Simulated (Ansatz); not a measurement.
Given:

```xyz
2
Lattice="0.0000 2.6370 2.7801 2.6370 0.0000 2.7801 2.6370 2.6370 0.0000" Properties=species:S:1:pos:R:3 pbc="T T T"
Si     0.0000     0.0000     0.0000
Si     1.3185     1.3185     1.3900
```

These are r2SCAN with spin-orbit coupling, rigid bands (plane waves, PAW; Ansatz, an electronic-structure program) values and carry that method's errors. Condition of this run: biaxial stress in (001) of 5.4 GPa (compression positive) (the target of the relaxation). How the cell was made: cell and atoms relaxed with PBEsol, then loaded as said.

Predict the electron conductivity mass (n e² τ/σ) at 300 K, by direction if it differs.

0.33 (x), 0.33 (y), 0.21 (z) mₑ.

What conductivity effective mass do dilute holes have at 300 K?

0.26 (x), 0.26 (y), 0.27 (z) mₑ.

And the band gap?

0.37 eV at this level; semilocal functionals usually fall short of the measured gap.

Rigid bands, one relaxation time for all states, no polarons. Geometry: cell and atoms relaxed with PBEsol.
